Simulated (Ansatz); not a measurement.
**A computed series for Ti3Al: response to strain**

The reference is Ti$_{3}$Al (space group P6_3/mmc, No. 194; a = 5.688 Å, c = 4.608 Å). Axes: x lies along a and z along c of the hexagonal cell.

Strains are applied to the cell and any free atomic positions relax; under biaxial strain the out-of-plane vector relaxes too.

Levels (all Ansatz, a quantum-chemistry and plane-wave program, PAW): PBEsol (420 eV, without spin-orbit coupling); r2SCAN (500 eV, without spin-orbit coupling).

Pressures by level, all at the geometries relaxed with PBEsol:

```tsv
case	PBEsol	r2SCAN
base	0.0 GPa	3.3 GPa
biaxial strain +3.29 %, plane normal [001], relaxed out of plane	-4.5 GPa	(withheld)
uniaxial strain ε_xx = +5.11 %	-5.3 GPa	(withheld)
uniaxial strain ε_zz = −2.20 %	3.0 GPa	6.5 GPa
```

Problem. Complete the table.

Solution. 
- biaxial strain +3.29 %, plane normal [001], relaxed out of plane, r2SCAN: -1.7 GPa
- uniaxial strain ε_xx = +5.11 %, r2SCAN: -2.6 GPa

Single points use the geometry relaxed with PBEsol. Their cutoffs differ, which shifts pressures a little. No phonon test of stability was made. The final runs are not spin-polarised.
